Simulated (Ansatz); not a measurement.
# C: response to strain and stress

The parent structure is C in the diamond structure (space group Fd-3m, No. 227; a = 3.5603 Å). Axes: x, y, z lie along the cube axes.

Strains are applied to the cell and any free atomic positions relax; under stress the whole cell relaxes.

All numbers come from Ansatz (a quantum-chemistry and plane-wave program), r2SCAN, PAW, cutoff 500 eV, no SOC.

Candidates:
(a) uniaxial stress, 3 GPa tension along z
(b) isotropic strain −1.70 %
(c) strain tensor (xx, yy, zz, yz, xz, xy) = (−1.25, −2.10, −1.21, −0.75, +0.12, −1.59) %

Notes on the quantities. energy relative to the base: free energy F.

### Question
Order them by energy relative to the base, lowest first.

### Answer
(a) uniaxial stress, 3 GPa tension along z (+0.1 meV/atom), (b) isotropic strain −1.70 % (+22 meV/atom), (c) strain tensor (xx, yy, zz, yz, xz, xy) = (−1.25, −2.10, −1.21, −0.75, +0.12, −1.59) % (+32 meV/atom)

Beyond what the load breaks, stability against distortions was not tested.
